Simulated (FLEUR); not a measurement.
A self-consistent single point of Ag (Fm-3m, 1 atom in the cell) with FLEUR.

Method: PBE, all-electron FLAPW (FLEUR), scalar-relativistic valence.

```
Ag
1.0
    0.00000     2.05523     2.05523
    2.05523     0.00000     2.05523
    2.05523     2.05523     0.00000
Ag
1
Direct
  0.00000   0.00000   0.00000
```

Reference input (self-consistent single point, DFT, PBE, all-electron FLAPW (FLEUR), scalar-relativistic valence): Kmax = 3.9 1/bohr; GmaxXC = 11.7 1/bohr; xcFunctional = pbe; jspins = 1; l_soc = F; mode = hist; fermiSmearingEnergy = 0.00367493 Htr; mesh (inpgen div1-3) = 10 10 10; inpgen gamma flag = true; Gmax = 11.7 1/bohr; numbands = 0; maxIterBroyd = 25. This run's input differs from it in these lines:

```diff
@@ -13,3 +13,3 @@
 &comp jspins=1 /
-&kpt div1=10 div2=10 div3=10 gamma=t /
+&kpt div1=27 div2=27 div3=27 /
 &end /
@@ -33,3 +33,3 @@
    <cell>
-      <bzIntegration valenceElectrons="17.0" mode="hist" fermiSmearingEnergy="0.00367493">
+      <bzIntegration valenceElectrons="17.0" mode="hist" fermiSmearingEnergy="0.00183747">
          <kPointListSelection listName="default-1"/>
```

The program printed (abridged):

```
 Iteration:     1   Distance:      11.29302581 me/bohr^3
 Iteration:     2   Distance:       9.66153997 me/bohr^3
 Iteration:     3   Distance:       3.57832386 me/bohr^3
 Iteration:     4   Distance:       2.19776466 me/bohr^3
 Iteration:     5   Distance:       1.59342169 me/bohr^3
   [... 4 lines left out ...]
 Iteration:    10   Distance:       0.00049433 me/bohr^3
 Iteration:    11   Distance:       0.00007464 me/bohr^3
 Iteration:    12   Distance:       0.00004022 me/bohr^3
 Iteration:    13   Distance:       0.00000034 me/bohr^3
 Run finished successfully
 Stop message:
   Structural relaxation: Done

[file out, last iteration]
             iter=     14
[...]
          total density-effective poten   -8.7447054001E+03
          total charge density-energy d   -1.4950042958E+02
 Updated energy parameters for spin:           1
[...]
 fermi energy and band-weighting factors:

[...]
FERMIE:
          first approx. to ef    (T=0)  :   0.302493 htr   (energy of the highest occ. eigenvalue)
          number of occ. states  (T=0)  :       4784
          first approx. to seigv (T=0)  :  -8.792165 htr
          sum of weights of occ. states :   8.500686
          sum of semicore charge        :   0.000000 e
FERHIS:  Fermi-Energy by histogram:
          bandgap                     :   0.000941 htr
   [... lines left out ...]
          charge neutrality (T=0)     :   0.001372    (zero if the highest occ. eigenvalue is "entirely" occupied)
     EF_NEWTON:  Adjust Fermi-Energy by Newton-Method.
 Direct bandgap for spin            1 :   0.10970440533407724       Htr
   [... lines left out ...]
 ---->    (input%tkb*entropy) TS=              0.0000947613 htr
 ---->    free energy=                     -5317.3075888303 htr
      extrapolation for T->0
 ---->    total electron energy=           -5317.3075414496 htr
 ***** TOTAL FORCES ON ATOMS *****
 TOTAL FORCE FOR ATOM TYPE=  1  X=  0.000   Y=  0.000   Z=  0.000
                       FX_TOT= 0.000000 FY_TOT= 0.000000 FZ_TOT= 0.000000
 Structural relaxation: Done
```

The run converged in 13 iterations. FLEUR gives forces in its relaxation mode, with a further iteration, so its stop message speaks of a relaxation. Against the reference run the free energy goes down by 8.4 meV/atom.

The starting cell has typed, rounded lattice constants, without a prior relaxation at this level. Its lattice was rescaled by up to half a per cent. Values depend on the basis (sphere radii, cutoffs, local orbitals), which need not be converged. The log's line on a gap gives a spacing of levels on this mesh, which the program prints for metals too.

Cost on one core of a shared machine: roughly 3 min.
